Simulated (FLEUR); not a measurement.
# Input and output of a self-consistent single point for AlGa3 (I4/mmm, 4 atoms in the cell) (FLEUR)

Level of theory: LDA (Perdew-Zunger), all-electron FLAPW (FLEUR), scalar-relativistic valence.

The input file:

Input of the input generator:

```
AlGa3 FLAPW
&input film=f /
-3.8135523572 3.8135523572 7.9200973013
3.8135523572 -3.8135523572 7.9200973013
3.8135523572 3.8135523572 -7.9200973013
1.0
1.0 1.0 1.0

4
13 0.0000000000 0.0000000000 0.0000000000
31 0.7500000000 0.2500000000 0.5000000000
31 0.2500000000 0.7500000000 0.5000000000
31 0.5000000000 0.5000000000 0.0000000000

&comp jspins=1 /
&exco xctyp='pz' /
&kpt div1=5 div2=5 div3=5 /
&end /
```

```xml
<?xml version="1.0" encoding="UTF-8" standalone="no"?>
<fleurInput fleurInputVersion="0.39">
   <comment>
      AlGa3 FLAPW                                                                                         
   </comment>
   <calculationSetup>
      <cutoffs Kmax="4.0" Gmax="14.0" GmaxXC="14.0" numbands="0"/>
      <scfLoop itmax="60" minDistance="0.00001" maxIterBroyd="15" imix="Anderson" alpha="0.05" precondParam="0.0" spinf="2.0"/>
      <coreElectrons ctail="T" frcor="F" kcrel="0" coretail_lmax="0"/>
      <xcFunctional name="pz" relativisticCorrections="F"/>
      <magnetism jspins="1"/>
      <soc l_soc="F" theta="0.0" phi="0.0" spav="F"/>
      <expertModes spex="0" secvar="F"/>
      <geometryOptimization l_f="T" forcealpha="1.0" forcemix="BFGS" epsdisp="0.00001" epsforce="0.00001"/>
      <ldaU l_linMix="F" mixParam="0.05" spinf="1.0"/>
   </calculationSetup>
   <cell>
      <bzIntegration valenceElectrons="42.0" mode="gauss" fermiSmearingEnergy="0.00367493">
         <kPointListSelection listName="default-1"/>
         <!-- k-points included here -->
         <xi:include xmlns:xi="http://www.w3.org/2001/XInclude" href="kpts.xml"> </xi:include>
      </bzIntegration>
      <!-- symmetry operations included here -->
      <xi:include xmlns:xi="http://www.w3.org/2001/XInclude" href="sym.xml"> </xi:include>
      <bulkLattice scale="1.0">
         <bravaisMatrix>
            <row-1>   -3.8135523571999999     3.8135523571999999     7.9200973013000002</row-1>
            <row-2>    3.8135523571999999    -3.8135523571999999     7.9200973013000002</row-2>
            <row-3>    3.8135523571999999     3.8135523571999999    -7.9200973013000002</row-3>
         </bravaisMatrix>
      </bulkLattice>
   </cell>
   <atomSpecies>
      <species name="Aluminum (Al)" element="Al" atomicNumber="13">
         <mtSphere radius="1.99" gridPoints="687" logIncrement="0.017"/>
         <atomicCutoffs lmax="8" lnonsphr="6"/>
         <electronConfig flipSpins="F">
            <coreConfig>(1s1/2) (2s1/2) (2p1/2) (2p3/2)</coreConfig>
            <valenceConfig>(3s1/2) (3p1/2) (3p3/2)</valenceConfig>
            <stateOccupation state="(3p1/2)" spinUp="0.1666666666667" spinDown="0.1666666666667"/>
            <stateOccupation state="(3p3/2)" spinUp="0.3333333333333" spinDown="0.3333333333333"/>
         </electronConfig>
         <energyParameters s="3" p="3" d="3" f="4"/>
      </species>
      <species name="Gallium (Ga)" element="Ga" atomicNumber="31">
         <mtSphere radius="2.52" gridPoints="869" logIncrement="0.014"/>
         <atomicCutoffs lmax="10" lnonsphr="8"/>
         <electronConfig flipSpins="F">
            <coreConfig>(1s1/2) (2s1/2) (2p1/2) (2p3/2) (3s1/2) (3p1/2) (3p3/2)</coreConfig>
            <valenceConfig>(4s1/2) (3d3/2) (3d5/2) (4p1/2) (4p3/2)</valenceConfig>
            <stateOccupation state="(4p1/2)" spinUp="0.1666666666667" spinDown="0.1666666666667"/>
            <stateOccupation state="(4p3/2)" spinUp="0.3333333333333" spinDown="0.3333333333333"/>
         </electronConfig>
         <energyParameters s="4" p="4" d="3" f="4"/>
      </species>
   </atomSpecies>
   <atomGroups>
      <atomGroup species="Aluminum (Al)">
         <relPos label="                   1">.0000000000 .0000000000 .0000000000</relPos>
         <force calculate="T" relaxXYZ="TTT"/>
      </atomGroup>
      <atomGroup species="Gallium (Ga)">
         <relPos label="                   2">-1.000/4.000 1.000/4.000 1.000/2.000</relPos>
         <relPos label="                   3">1.000/4.000 -1.000/4.000 1.000/2.000</relPos>
         <force calculate="T" relaxXYZ="TTT"/>
      </atomGroup>
      <atomGroup species="Gallium (Ga)">
         <relPos label="                   4">1.000/2.000 1.000/2.000 .0000000000</relPos>
         <force calculate="T" relaxXYZ="TTT"/>
      </atomGroup>
   </atomGroups>
   <output dos="F" band="F" slice="F">
      <checks vchk="F" cdinf="F"/>
      <bandDOS minEnergy="-.5*Htr" maxEnergy="0.5*Htr" sigma="0.015" storeEVData="T"/>
      <vacuumDOS vacdos="F" integ="F" star="F" nstars="0" locx1="0.0" locy1="0.0" locx2="0.0" locy2="0.0" nstm="0" tworkf="0.0"/>
      <unfoldingBand unfoldBand="F" supercellX="1" supercellY="1" supercellZ="1"/>
      <plotting iplot="0" polar="F">
         <plot TwoD="T" vec1="  1.0  0.0  0.0" vec2="  0.0  1.0  0.0" vec3="  0.0  0.0  1.0" zero="  0.0  0.0  0.0" file="plot"/>
      </plotting>
      <chargeDensitySlicing numkpt="0" minEigenval="0.0" maxEigenval="0.0" nnne="0" pallst="F"/>
      <specialOutput eonly="F"/>
      <magneticCircularDichroism mcd="F" energyLo="-10.0" energyUp="0.0"/>
   </output>
  <!-- We include the file relax.xml here to enable relaxations (see documentation) -->
  <xi:include xmlns:xi="http://www.w3.org/2001/XInclude" href="relax.xml"> <xi:fallback/> </xi:include>
</fleurInput>
```

Output, abridged:

```
      Welcome to FLEUR        (www.flapw.de)
      MaX-Release 8.1          (www.max-centre.eu)

 ========== k-point set info ==========
 Selected k-point list: default-1
 k-point list type: mesh
 5 x 5 x 5
 Number of k points: 18

 ------------Calculation Setup---------------------------
           1           2           3           6           9          18
 Number of basis functions:          509
 Iteration:     1   Distance:       4.86175446 me/bohr^3
 Iteration:     2   Distance:       4.23775452 me/bohr^3
 Iteration:     3   Distance:       2.01642940 me/bohr^3
 Iteration:     4   Distance:       0.52743143 me/bohr^3
 Iteration:     5   Distance:       0.54744567 me/bohr^3
 Iteration:     6   Distance:       0.18779383 me/bohr^3
   [... 4 lines left out ...]
 Iteration:    11   Distance:       0.00483584 me/bohr^3
 Iteration:    12   Distance:       0.00059378 me/bohr^3
 Iteration:    13   Distance:       0.00014721 me/bohr^3
 Iteration:    14   Distance:       0.00023280 me/bohr^3
 Iteration:    15   Distance:       0.00000341 me/bohr^3
 Run finished successfully
 Stop message:
   Structural relaxation: Done

[file out, last iteration]
             iter=     16
          p o t e n t i a l   g e n e r a t o r
[...]
          integral of pseudo charge density inside the slab=        0.000000   0.000000
     coulomb potential in the interstitial region:
          density-coulomb potential integrals
          total density-coulomb potenti    -9331.3785754397
          density-effective potential integrals for spin  1
          total density-effective poten   -9.6441861206E+03
          charge density-energy density integrals
          total charge density-energy d   -2.3623229596E+02
 Updated energy parameters for spin:           1
  Atom    1 3s branch from -3.49 to  1.96 htr. ; e_l = -0.0155
  Atom    1 3p branch from -2.10 to  2.37 htr. ; e_l =  0.1294
  Atom    1 3d branch from -9.99 to  2.48 htr. ; e_l =  0.2999
  Atom    1 4f branch from -9.99 to  4.92 htr. ; e_l =  0.4647
  Atom    2 4s branch from -4.97 to  0.73 htr. ; e_l =  0.0411
  Atom    2 4p branch from -3.18 to  1.29 htr. ; e_l =  0.2495
  Atom    2 3d branch from -9.99 to -0.25 htr. ; e_l = -0.2661
  Atom    2 4f branch from -9.99 to  2.96 htr. ; e_l =  0.6122
  Atom    3 4s branch from -4.97 to  0.73 htr. ; e_l =  0.0411
  Atom    3 4p branch from -3.18 to  1.29 htr. ; e_l =  0.2493
  Atom    3 3d branch from -9.99 to -0.25 htr. ; e_l = -0.2653
  Atom    3 4f branch from -9.99 to  2.96 htr. ; e_l =  0.6119
[...]
 fermi energy and band-weighting factors:
at   0.40000   0.60000  -0.40000   k-weight:    0.032000
   33 eigenvalues :
   -0.280698   -0.280224   -0.279723   -0.279372   -0.276205   -0.275621   -0.272886   -0.271768
   -0.270502   -0.270166   -0.269621   -0.267182   -0.266826   -0.266806   -0.266146   -0.063368
   -0.048510    0.072057    0.193775    0.227219    0.349604    0.389889    0.395063    0.468781
    0.478664    0.487298    0.493090    0.496223    0.502227    0.582385    0.598847    0.623401
    0.627402
   [... 2 blocks of this kind left out ...]

[...]
FERMIE:
          first approx. to ef    (T=0)  :   0.285282 htr   (energy of the highest occ. eigenvalue)
   [... lines left out ...]
          total moment                 =     0.00000
 Direct bandgap for spin            1 :    1.2490102631564137E-002  Htr
   [... lines left out ...]
     t o t a l  e n e r g y
          sum of eigenvalues =             -3464.9745170389
          density-coulomb potential int    -9331.3785754397
          density-effective potential i    -9644.1861206078
          charge density-ex.-corr.energ     -236.2322959558
          el.-nucl. inter. diff. m.t.        284.9330938576
          Madelung term for atom type:        -7.5228188572
          el.-nucl. inter. diff. m.t.       4678.9023941621
          Madelung term for atom type:       -21.5677677361
          el.-nucl. inter. diff. m.t.       2339.5281357167
          Madelung term for atom type:       -10.7267370534
 ---->    total energy=                    -6065.8909274898 htr
 ---->    (input%tkb*entropy) TS=              0.0000000000 htr
 ---->    free energy=                     -6065.8909274898 htr
      extrapolation for T->0
 ---->    total electron energy=           -6065.8909274898 htr
 ***** TOTAL FORCES ON ATOMS *****
 TOTAL FORCE FOR ATOM TYPE=  1  X=  0.000   Y=  0.000   Z=  0.000
                       FX_TOT= 0.000000 FY_TOT= 0.000000 FZ_TOT= 0.000000
 TOTAL FORCE FOR ATOM TYPE=  2  X=  3.814   Y=  0.000   Z= -3.960
                       FX_TOT= 0.000000 FY_TOT= 0.000000 FZ_TOT= 0.000000
 TOTAL FORCE FOR ATOM TYPE=  3  X=  0.000   Y=  0.000   Z=  7.920
                       FX_TOT= 0.000000 FY_TOT= 0.000000 FZ_TOT= 0.000000
 Structural relaxation: Done
```

The run converged in 15 iterations. FLEUR gives forces in its relaxation mode, with a further iteration, so its stop message speaks of a relaxation.

The starting cell comes from a database of computed structures (which also holds hypothetical and non-ambient phases and stackings), without a prior relaxation at this level. Values depend on the basis (sphere radii, cutoffs, local orbitals), which need not be converged. The log's line on a gap gives a spacing of levels on this mesh, which the program prints for metals too.

These are the values that this program gave, and no reference: the default basis lacks the next d shell.

Cost on one core of a shared machine: roughly 80 s.
